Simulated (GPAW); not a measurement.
```
MoS2
1.0
    3.19403     0.00000     0.00000
   -1.59702     2.76611     0.00000
    0.00000     0.00000    13.21397
Mo S
2 4
Direct
  0.00000   0.00000   0.25000
  0.00000   0.00000   0.75000
  0.33333   0.66667   0.36774
  0.66667   0.33333   0.63226
  0.66667   0.33333   0.86774
  0.33333   0.66667   0.13226
```

Method of the run: PBE+U, GPAW PAW datasets PBE (gpaw-data 1.0.1) (plane waves; GPAW).

The set-up and first iterations of a GPAW log for MoS₂ (P6_3/mmc, 6 atoms in the cell):

```
Input parameters:
  convergence: {bands: -6,
                density: 1e-05}
  kpts: {gamma: True,
         size: (10, 10, 2)}
  maxiter: 150
  mode: {ecut: 550,
         name: pw}
  nbands: -8
  occupations: {name: fixed-uniform}
  setups: {Mo: :d,7.0}
  symmetry: {symmorphic: False,
             tolerance: 0.0005}
  xc: PBE

species:
  Mo:
    name: Molybdenum
    Z: 42.0
    valence: 14
    core: 28
    charge: 0.0
    Hubbard: {U: 7.0,  # eV
              l: 2,
              scale: True}
    file: Mo.PBE.gz

    # Using partial waves for Mo as LCAO basis

  S:
    name: Sulfur
    Z: 16.0
    valence: 6
    core: 10
    charge: 0.0
    file: S.PBE.gz

    # Using partial waves for S as LCAO basis

Reference energy: -263698.624853  # eV

Spin-paired calculation

Convergence criteria:
 Maximum [total energy] change in last 3 cyles: 0.0005 eV / valence electron
 Maximum integral of absolute [dens]ity change: 1e-05 electrons / valence electron
   [... lines left out ...]
  Backend: pulay
  Linear mixing parameter: 0.05
  old densities: 5
  Damping of long wavelength oscillations: 50

Hamiltonian:
  XC and Coulomb potentials evaluated on a 36*36*144 grid
  External potential:
    NoExternalPotential

XC parameters: PBE with 2 nearest neighbor stencil

Number of atoms: 6
Number of atomic orbitals: 42
Number of bands in calculation: 34
Number of valence electrons: 52
Bands to converge: 28

Density initialized from atomic densities
  34 bands from LCAO basis set

Atomic positions and initial magnetic moments

Positions:
   0 Mo     0.000000    0.000000    3.303493    ( 0.0000,  0.0000,  0.0000)
   1 Mo     0.000000    0.000000    9.910479    ( 0.0000,  0.0000,  0.0000)
   2 S     -0.000001    1.844075    4.859306    ( 0.0000,  0.0000,  0.0000)
   3 S      1.597017    0.922036    8.354666    ( 0.0000,  0.0000,  0.0000)
   4 S      1.597017    0.922036   11.466292    ( 0.0000,  0.0000,  0.0000)
   5 S     -0.000001    1.844075    1.747680    ( 0.0000,  0.0000,  0.0000)

Unit cell:
           periodic     x           y           z      points  spacing
  1. axis:    yes    3.194031    0.000000    0.000000    18     0.1537
  2. axis:    yes   -1.597015    2.766111    0.000000    18     0.1537
  3. axis:    yes    0.000000    0.000000   13.213972    72     0.1835

  Lengths:   3.194031   3.194030  13.213972
  Angles:   90.000000  90.000000 120.000001

Effective grid spacing dv^(1/3) = 0.1710
     iter     time        total  log10-change:
                         energy   eigst   dens
iter:   1 --:--:--   -29.826262   +0.51
iter:   2 --:--:--   -29.045082   -0.43  -1.11
iter:   3 --:--:--   -27.366076   -0.80  -1.16
iter:   4 --:--:--   -27.043581   -1.38  -1.31
iter:   5 --:--:--   -27.046927   -1.03  -1.40
```

### Question
How does the run end?

### Answer
The run ended unconverged after 150 iterations. It gives no final result for the task that was set. The log goes on:

```
   [... 3 lines left out ...]
iter:   9 --:--:--   -26.864146   -2.85  -2.38
iter:  10 --:--:--   -26.835690   -2.72  -2.51
iter:  11 --:--:--   -26.884650   -2.47  -2.26
   [... lines left out ...]
iter: 149 --:--:--   -26.911048   -2.68  -2.54
iter: 150 --:--:--   -26.783020   -2.11  -2.52

Did not converge!

Here are some tips:

1) Make sure the geometry and spin-state is physically sound.
2) Use less aggressive density mixing.
3) Solve the eigenvalue problem more accurately at each scf-step.
4) Use a smoother distribution function for the occupation numbers.
5) Try adding more empty states.
6) Use enough k-points.
7) Don't let your structure optimization algorithm take too large steps.
8) Solve the Poisson equation more accurately.
9) Better initial guess for the wave functions.

See details here:

    https://gpaw.readthedocs.io/documentation/convergence.html
Traceback (most recent call last):
   [... frames left out ...]
gpaw.KohnShamConvergenceError: Did not converge!  See text output for help.
```

The starting cell comes from a database of computed structures (which also holds hypothetical and non-ambient phases and stackings), without a prior relaxation at this level. Its lattice was rescaled by a random factor within 2.5 % of one. Spin polarisation is off. The U value is a test value, and with U on an open shell several self-consistent states can exist.

The run was DFT PBE+U, plane waves, GPAW PAW datasets PBE (gpaw-data 1.0.1). Main settings of its input:

```
setting                         value
-------------------  ----------------
mode                               pw
ecut                           550 eV
xc                                PBE
setups                   {Mo: :d,7.0}
kpts                          10 10 2
mesh shift (steps)              0 0 0
occupations.name        fixed-uniform
nbands                             -8
convergence.density  1e-05 e/electron
convergence.bands                  -6
symmetry.symmorphic             false
symmetry.tolerance             0.0005
```
